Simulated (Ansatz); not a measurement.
The parent structure is C (space group I4/mmm, No. 139; a = 4.3564 Å, c = 2.4989 Å; a model cell, its experimental status unchecked). Axes: x, y, z lie along a, b, c of the conventional cell.

One thing is altered: the symmetric strain tensor [0.0116 -0.0012 0.0078; -0.0012 -0.0202 -0.0010; 0.0078 -0.0010 0.0140], atoms relaxed at fixed cell.

Levels (all Ansatz, a first-principles code, PAW): PBEsol (420 eV, no SOC); r2SCAN (500 eV, no SOC).

The geometry is relaxed with PBEsol.

| Item | Value |
|---|---|
| PBEsol lowest conduction level above the VBM at special points | R 3.63 eV; V 3.98 eV; Γ 4.01 eV; Z 4.15 eV |
| PBEsol electron mass | 0.36 mₑ along x, 0.34 mₑ along y, 0.52 mₑ along z (off the special points) |
| PBEsol width of the top valence band | 5.68 eV |

With r2SCAN at the same geometry, the lowest conduction level above the VBM at special points changes from R 3.63 eV; V 3.98 eV; Γ 4.01 eV; Z 4.15 eV to R 3.93 eV; V 4.24 eV; Γ 4.29 eV; Z 4.46 eV; the electron mass changes from 0.36 mₑ along x, 0.34 mₑ along y, 0.52 mₑ along z (off the special points) to 0.36 mₑ along x, 0.33 mₑ along y, 0.52 mₑ along z (off the special points); the width of the top valence band grows by 0.28 eV, from 5.68 eV to 5.96 eV.

Single points use the geometry relaxed with PBEsol. The levels and masses belong to the bands next to the band gap. Masses are band curvatures over ±0.01 Å⁻¹ around the edge. Whether these cells are dynamically stable was not tested. This is not the structure that C has at room temperature and ambient pressure. k-point labels follow each cell's own Brillouin zone.
